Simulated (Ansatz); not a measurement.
## Pressure series in Ir

Take Ir in the fcc (Cu type) structure (space group Fm-3m, No. 225; a = 3.845 Å) as the base.

Cell and atoms are relaxed at each pressure.

Calculations: r2SCAN (Ansatz, a quantum-chemistry and plane-wave program, PAW, spin-orbit coupling left out), earlier PAW set.

```
P (GPa)  V (Å³/atom)
-------  -----------
-2.01         14.288
-1.01         14.250
0.89          14.178
2.09          14.135
4.50          14.048
9.00          13.896
15.01         13.706
22.51         13.489
30.01         13.290
```

Q: Fit a third-order Birch–Murnaghan equation of state.

A: Least squares on P(V) = (3B₀/2)[(V₀/V)^(7/3) − (V₀/V)^(5/3)]·[1 + (3/4)(B₀′ − 4)((V₀/V)^(2/3) − 1)] gives V₀ = 14.21 Å³/atom, B₀ = 379 GPa and B₀′ = 5.0.

Measured bulk modulus of Ir: 365 GPa (static lattice; corrected from measurement; as listed in H. Levämäki et al., Physical Review B (2014)); the computed value is 4 % above it.

Load acts through the strain it causes; cell and atoms are relaxed under it. Whether these cells are dynamically stable was not tested. No other phases were tried under pressure. All final runs are without spin polarisation.
